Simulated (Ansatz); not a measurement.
Take Os in the hcp (Mg type) structure (space group P6_3/mmc, No. 194; a = 2.7290 Å, c = 4.3091 Å; relaxed with 0.1 eV smearing) as the base.

Level of theory: Kohn–Sham DFT with the PBEsol functional, run in Ansatz (a quantum-chemistry and plane-wave program) with PAW and 420 eV plane waves, no spin-orbit coupling.

For the base:

| Item | Value |
|---|---|
| Pressure | 0.0 GPa |
| Band gap | zero |

Perturbation: an isotropic linear strain of +2.00 %; the atoms relax in the strained cell.

### Question
Estimate the effect on the energy relative to the base.

### Answer
The energy rises by 63 meV/atom.

### Question
How does this affect the pressure?

### Answer
The pressure (mean of the normal stresses, compression positive) goes from zero to -22.3 GPa.

### Question
Estimate the effect on the band gap.

### Answer
The band gap remains zero.

Stability against distortions was not tested. All final runs are without spin polarisation.
